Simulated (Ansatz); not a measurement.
Take BaS in the rock salt structure (space group Fm-3m, No. 225; a = 6.4288 Å) as the base.

The values are results of PBE (Ansatz, a first-principles code; PAW; 420 eV plane waves; without spin-orbit coupling), not measurements.

Strains are applied to the cell and any free atomic positions relax.

One change was made to it. Results:

| quantity | base | after |
|---|---|---|
| mean gap deformation potential ΔEg/Δln V | – | +1.3 eV |
| energy relative to the base (free energy F) | 0 meV/atom | +3.8 meV/atom |
| electron mass | 1.3 mₑ along k, 0.34 mₑ across (at X) | 1.3 mₑ along k, 0.35 mₑ across (at X) |

**Question.** Which of these changes matches the shifts?
A) isotropic strain −2.00 %
B) isotropic strain +2.50 %
C) isotropic strain −3.00 %
D) isotropic strain +1.00 %

**Answer.** D, isotropic strain +1.00 %. For comparison, the energy relative to the base in the other runs: isotropic strain −3.00 % gives +39 meV/atom; isotropic strain −2.00 % gives +17 meV/atom; isotropic strain +2.50 % gives +22 meV/atom.

Masses are band curvatures over ±0.01 Å⁻¹ around the edge. Along k means along the line from Γ to the band edge. No phonon test of stability was made.
